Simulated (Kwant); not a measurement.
Model system: wire with a side stub in a GaAs two-dimensional gas. Effective mass 0.067 mₑ, grid spacing 6.2 nm, hard walls, nominal width 150 nm (25 grid rows, so walls 161.2 nm apart), one parabolic valley, scattering region 450 nm long along x; energies count from the band bottom; Fermi energy swept from 0.00019955 to 0.0023697 eV. Closed stub on one side, 190 nm wide and 93 nm deep.

The device is made up for the run: typed textbook-type constants, with dimensions and the other settings drawn at random.

Computed with Kwant: effective-mass tight-binding model on a square grid, one spin, coherent transport at 0 K. Conductance is in e²/h.

How many channels do the leads carry at E = 1.35 meV?

The hard-wall thresholds are n² ħ²π²/(2mW²) = n² × 0.216 meV with W = 161.2 nm. √(1.35/0.216) = 2.50, so 2.
